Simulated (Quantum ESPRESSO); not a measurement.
```
CELL_PARAMETERS angstrom
      4.71348     0.00000     0.00000
      0.00000     2.93558     5.37411
      0.00000    -2.93558     5.37411
ATOMIC_POSITIONS crystal
  Mg 0.00000 0.82360 0.34598
  Mg 0.00000 0.34598 0.82360
  Mg 0.00000 0.32851 0.32851
  Mg 0.50000 0.67886 0.16302
  Mg 0.50000 0.16302 0.67886
  Mg 0.50000 0.16956 0.16956
  Ni 0.00000 0.80326 0.80326
  Mo 0.50000 0.68721 0.68721
```
Moments meant for the start (each program seeds them in its own way; μB, in the order of the atoms Mg Mg Mg Mg Mg Mg Ni Mo): 0.0 0.0 0.0 0.0 0.0 0.0 0.0 2.0.

Method of the run: PBEsol, SSSP 1.1.2 efficiency (PBE) pseudopotentials (plane waves; Quantum ESPRESSO).

The set-up and first iterations of a Quantum ESPRESSO log for Mg6NiMo (Amm2, 8 atoms in the cell):

```
     file Mg.pbe-n-kjpaw_psl.0.3.0.UPF: wavefunction(s)  3S renormalized

     Message from routine setup:
     using ibrav=0 with symmetry is DISCOURAGED, use correct ibrav instead
     G-vector sticks info
     --------------------
     sticks:   dense  smooth     PW     G-vecs:    dense   smooth      PW
     Sum        3935    1963    569               178171    62939    9779

     bravais-lattice index     =            0
     lattice parameter (alat)  =       8.9072  a.u.
     unit-cell volume          =    1003.6187 (a.u.)^3
     number of atoms/cell      =            8
     number of atomic types    =            3
     number of electrons       =        44.00
     number of Kohn-Sham states=           26
     kinetic-energy cutoff     =      60.0000  Ry
     charge density cutoff     =     480.0000  Ry
     scf convergence threshold =      1.0E-10
     mixing beta               =       0.3000
   [... lines left out ...]
     Mo              0.143

      4 Sym. Ops. (no inversion) found

   Cartesian axes

     site n.     atom                  positions (alat units)
         1        Mg     tau(   1) = (   0.0000000   0.2974642   1.3335055  )
         2        Mg     tau(   2) = (   0.0000000  -0.2974642   1.3335055  )
         3        Mg     tau(   3) = (   0.0000000   0.0000000   0.7491063  )
         4        Mg     tau(   4) = (   0.5000000   0.3212679   0.9598759  )
         5        Mg     tau(   5) = (   0.5000000  -0.3212679   0.9598759  )
         6        Mg     tau(   6) = (   0.5000000   0.0000000   0.3866502  )
         7        Ni     tau(   7) = (   0.0000000   0.0000000   1.8316860  )
         8        Mo     tau(   8) = (   0.5000000   0.0000000   1.5670554  )

     number of k points=    36  Fermi-Dirac smearing, width (Ry)=  0.0037
                       cart. coord. in units 2pi/alat
        k(    1) = (   0.0000000   0.0000000   0.0000000), wk =   0.0066667
        k(    2) = (   0.0000000  -0.1605638   0.0877072), wk =   0.0266667
        k(    3) = (   0.0000000  -0.3211277   0.1754143), wk =   0.0266667
   [... 33 lines left out ...]

     Dense  grid:   178171 G-vectors     FFT dimensions: (  64,  81,  81)

     Smooth grid:    62939 G-vectors     FFT dimensions: (  45,  60,  60)

     Initial potential from superposition of free atoms

     starting charge      41.9935, renormalised to      44.0000
     Self-consistent Calculation

     iteration #  1     ecut=    60.00 Ry     beta= 0.30

     total energy              =    -660.94980436 Ry
     estimated scf accuracy    <      37.14077072 Ry

     total magnetization       =     0.60 Bohr mag/cell
     absolute magnetization    =     0.95 Bohr mag/cell

     iteration #  2     ecut=    60.00 Ry     beta= 0.30

     total energy              =    -676.79424358 Ry
     estimated scf accuracy    <      36.52088241 Ry

     total magnetization       =     0.53 Bohr mag/cell
     absolute magnetization    =     0.70 Bohr mag/cell

     iteration #  3     ecut=    60.00 Ry     beta= 0.30

     total energy              =    -676.17619177 Ry
     estimated scf accuracy    <      10.12134436 Ry

     total magnetization       =     0.88 Bohr mag/cell
     absolute magnetization    =     1.13 Bohr mag/cell
```

**Question.** How does the run end?

**Answer.** The run converged in 28 iterations. Convergence of the loop says nothing yet on basis, mesh or lower states. Warnings to mind: c_bands:  1 eigenvalues not converged. It ends on: free energy E − TS -9201.7709 eV; Fermi level (on the code's own zero) 6.73 eV; pressure -1.33 GPa; largest force (vector length) 0.088 eV/Å; size of the cell's spin moment 0.28 μB; site moments (μB, in the program's spheres or projections) Mg 0.00, Mg 0.00, Mg 0.00, Mg 0.00, Mg 0.00, Mg 0.00, Ni 0.10, Mo 0.16. The log goes on:

```
   [... 23 blocks of this kind left out ...]

     iteration # 27     ecut=    60.00 Ry     beta= 0.30

     total energy              =    -676.31768961 Ry
   [... lines left out ...]

     total magnetization       =     0.28 Bohr mag/cell
     absolute magnetization    =     0.36 Bohr mag/cell

     iteration # 28     ecut=    60.00 Ry     beta= 0.30

     Magnetic moment per site  (integrated on atomic sphere of radius R)
     atom   1 (R=0.239)  charge=  0.7468  magn=  0.0005
     atom   2 (R=0.239)  charge=  0.7468  magn=  0.0005
     atom   3 (R=0.239)  charge=  0.6845  magn= -0.0015
     atom   4 (R=0.239)  charge=  0.7205  magn= -0.0026
     atom   5 (R=0.239)  charge=  0.7205  magn= -0.0026
     atom   6 (R=0.239)  charge=  0.7751  magn= -0.0013
     atom   7 (R=0.233)  charge= 16.9039  magn=  0.0972
     atom   8 (R=0.233)  charge= 11.3977  magn=  0.1591
     End of self-consistent calculation

     the Fermi energy is     6.7335 ev

!    total energy              =    -676.31768961 Ry
     estimated scf accuracy    <          4.1E-11 Ry
     smearing contrib. (-TS)   =      -0.00309105 Ry
     internal energy E=F+TS    =    -676.31459856 Ry

     total magnetization       =     0.28 Bohr mag/cell
     absolute magnetization    =     0.36 Bohr mag/cell

     convergence has been achieved in  28 iterations

     Forces acting on atoms (cartesian axes, Ry/au):

     atom    1 type  1   force =     0.00000000   -0.00271475    0.00207252
     atom    2 type  1   force =     0.00000000    0.00271475    0.00207252
     atom    3 type  1   force =     0.00000000    0.00000000   -0.00305358
     atom    4 type  1   force =     0.00000000   -0.00013284   -0.00047757
     atom    5 type  1   force =     0.00000000    0.00013284   -0.00047757
     atom    6 type  1   force =     0.00000000    0.00000000    0.00142998
   [... lines left out ...]
     atom    8 type  3   force =     0.00000000    0.00000000    0.00172132

     Total force =     0.006997     Total SCF correction =     0.000006

          total   stress  (Ry/bohr**3)                   (kbar)     P=      -13.29
  -0.00010771   0.00000000   0.00000000          -15.84        0.00        0.00
   0.00000000  -0.00008726  -0.00000000            0.00      -12.84       -0.00
   0.00000000   0.00000000  -0.00007601            0.00        0.00      -11.18

   JOB DONE.
```

For comparison: a first run was changed to give this one (K_POINTS: automatic 5 5 5 0 0 0 → automatic 6 5 5 0 0 0), and from it to this one the free energy is nearly the same (within 1 meV/atom), the pressure moves little (-1.36 to -1.33 GPa), the largest force goes from 0.096 to 0.088 eV/Å and the size of the net moment goes from 0.00 to 0.04 μB/atom.

The starting cell comes from a database of computed structures (which also holds hypothetical and non-ambient phases and stackings), without a prior relaxation at this level. The moments shrank to a small part of their start, a low-spin state that need not be the lowest.

The run was DFT, PBEsol, plane waves, SSSP 1.1.2 efficiency (PBE) pseudopotentials. Main settings of its input:

```
key                          value
-----------  ---------------------
ecutwfc                      60 Ry
ecutrho                     480 Ry
occupations               smearing
smearing                        fd
degauss               0.0036749 Ry
nspin                            2
input_dft                   pbesol
K_POINTS     automatic 6 5 5 0 0 0
conv_thr                  1e-10 Ry
mixing_beta                    0.3
```
